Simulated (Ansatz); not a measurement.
The starting structures come from a database of crystals and need not be the phases stable at ambient conditions.

The decay constant κ of evanescent states in the gap governs leakage through a thin film.

Consider the following.

```
CELL_PARAMETERS angstrom
      6.99911     0.00000     0.00000
      0.00000     7.22698     0.00000
      0.00000     1.51875    12.22011
ATOMIC_POSITIONS crystal
  K  0.60062 0.11109 0.66932
  K  0.39938 0.88891 0.33068
  K  0.10062 0.38891 0.83068
  K  0.89938 0.61109 0.16932
  K  0.33353 0.79119 0.96633
  K  0.66647 0.20881 0.03367
  K  0.83353 0.70881 0.53367
  K  0.16647 0.29119 0.46633
  Sb 0.10045 0.96429 0.71316
  Sb 0.89955 0.03571 0.28684
  Sb 0.60045 0.53571 0.78684
  Sb 0.39955 0.46429 0.21316
  Sb 0.83436 0.80285 0.87705
  Sb 0.16564 0.19715 0.12295
  Sb 0.33436 0.69715 0.62295
  Sb 0.66564 0.30285 0.37705
```

Space group of this cell: P2_1/c. The cell is taken as given; by PBEsol its mean pressure is -0.6 GPa.

Transport runs along the normal of the first two printed cell vectors.

No gap correction and no spin-orbit coupling; mid-gap values are interpolated between computed energies.

Question: State the band gap and the smallest decay constant κ at mid-gap according to PBEsol in Ansatz (a first-principles code).

Answer: Gap 0.67 eV on a 6×4×4 mesh; κ = 0.174 1/Å, at (0.000, 0.250) of the in-plane reciprocal vectors. At the zone centre, at the nearest computed energy, the slowest state has κ = 0.22 1/Å.
